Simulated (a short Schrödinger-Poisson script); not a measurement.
Structure: gated In0.52Al0.48As/In0.53Ga0.47As modulation-doped gas in a quantum well, at 300 K.

| layer | material | thickness (nm) | Nd (cm⁻³) | Na (cm⁻³) |
|---|---|---|---|---|
| 1 | In0.52Al0.48As | 10 | - | - |
| 2 | In0.52Al0.48As | 10 | 1.6e18 | - |
| 3 | In0.52Al0.48As | 20 | - | - |
| 4 | In0.53Ga0.47As | 8 | - | - |
| 5 | In0.52Al0.48As | 4000 | - | 1e16 |

Constants are typed, rounded textbook-type inputs, not results; the design itself was drawn at random and stands for no fabricated device. In0.52Al0.48As: permittivity 12.5, conduction-band edge (eV) 0.52, gap (eV) 1.45, electron mass (mₑ) 0.075, Nv at 300 K (cm⁻³) 1.1e19. In0.53Ga0.47As: permittivity 13.9, conduction-band edge (eV) 0, gap (eV) 0.74, Nv at 300 K (cm⁻³) 7.7e18.

Channel valleys (confinement mass, in-plane density-of-states mass, number): Γ 0.041, 0.041, 1. At the gate the conduction-band edge of layer 1 lies 0.65 eV − eVg above the Fermi level of the channel; the field vanishes at the back. The barrier under the gate holds no holes. Gaps are held at their typed values at every temperature. Mesh 0.08 nm at interfaces.

Solved with a short Schrödinger-Poisson script written for these runs: 1D Poisson equation in equilibrium, electrons quantum, Hartree (BenDaniel-Duke, 40 states a valley, the channel's in-plane mass for all, wave functions free to enter the barrier), parabolic valleys, classical holes, full ionisation, no traps, pinning or gate leakage.

Q: List the lowest subbands of each valley and their electrons at Vg = 0.4 V.

A: 
```
valley  subband  energy from the Fermi level (meV)  electrons (cm⁻²)  share (%)
------  -------  ---------------------------------  ----------------  ---------
Γ             0                              -21.0           5.22e11       99.5
Γ             1                              140.5            1.92e9        0.4
Γ             2                              184.7            3.50e8        0.1
```

All electrons: 5.25e11 cm⁻².
